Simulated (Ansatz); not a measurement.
TiSi2 (model structure, started from the C54 type, Fddd, No. 70, 6 atoms in the cell) was calculated with r²SCAN (PAW; Ansatz, a first-principles code).

Numerical settings: plane-wave cutoff 560 eV, 16×16×16 k mesh, Fermi–Dirac smearing 0.05 eV, no spin polarisation, scalar-relativistic PAW data made under PBE.

Cell (relaxed at this level):

TiSi2 has the orthorhombic space group Fddd, origin choice 1 (No. 70), Pearson symbol oF24. Cell: a = 4.779 Å, b = 8.229 Å, c = 8.525 Å, α = β = γ = 90.00°. Si on 16f sees 2 Si at 2.520 Å and 3 Si at 2.674–2.790 Å and 2 Ti at 2.547 Å and 3 Ti at 2.738–2.777 Å. Ti on 8a sees 4 Si at 2.547 Å and 6 Si at 2.738–2.777 Å and 4 Ti at 3.194 Å. (Neighbours: up to the widest gap in distance over summed covalent radii, below 1.35, at either atom; cation-cation and far metal-metal contacts left out.)
(The calculation used a cell of 6 atoms; values per cell refer to that cell.)

Question: Give the computed bulk modulus B0.

Answer: 
bulk modulus B0: 147 GPa

The run finds no gap.

Note: the bulk modulus is −V dP/dV from two relaxed cells at ±2 % in volume.

A model structure was made by putting elements into a prototype or built by hand; here it ended with the formula and space group of a phase in our tables.
